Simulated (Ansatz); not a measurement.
# PBE against PBEsol: hypothetical zinc blende HgO, 5 layers

The parent structure is HgO in the zinc blende structure (space group F-43m, No. 216; a = 5.293 Å; a hypothetical phase, not in the database extracts checked). Axes: x, y, z lie along the cube axes.

(Cell as relaxed with PBE.)

Levels (all Ansatz, a quantum-chemistry and plane-wave program, PAW, earlier PAW set): PBE (420 eV, no SOC); PBEsol (420 eV, without spin-orbit coupling).

Each level relaxes its own structure.

```
base                         PBE      PBEsol
-------------------  -----------  ----------
volume per atom         18.53 Å³    17.54 Å³
lattice parameter a  10.001 bohr  9.819 bohr
band gap                    zero        zero
```

Modification: a free-standing slab of 5 layers (10 atoms, 2 a layer) is cut normal to [110], with 15 Å of vacuum and the in-plane cell held at bulk.

```csv
quantity,PBE,PBEsol
shortest interatomic distance,3.812 bohr,3.774 bohr
band gap,0.31 eV,0.30 eV
gap character,direct at Γ,direct at Γ
excess energy per area of both faces (slab less bulk energy over the cell's area: twice a surface energy) (uncertain by up to 0.08 J/m²),0.6 J/m²,0.8 J/m²
```

PBE's shortest interatomic distance lies 0.038 bohr above PBEsol's (1.0 %); PBE's band gap lies 0.01 eV above PBEsol's; PBE's excess energy per area of both faces lies 0.2 J/m² below PBEsol's; the two agree on the gap character. Neither level is exact; PBEsol is the comparison here, not a measurement.

Slab and bulk use different k-meshes, which limits the precision of the excess energy. Spin-orbit coupling, missing from the scalar runs, can matter with Hg. Whether these cells are dynamically stable was not tested. The final runs are not spin-polarised. The zero or small gap of HgO can change with the level of theory. k-point labels follow each cell's own Brillouin zone.
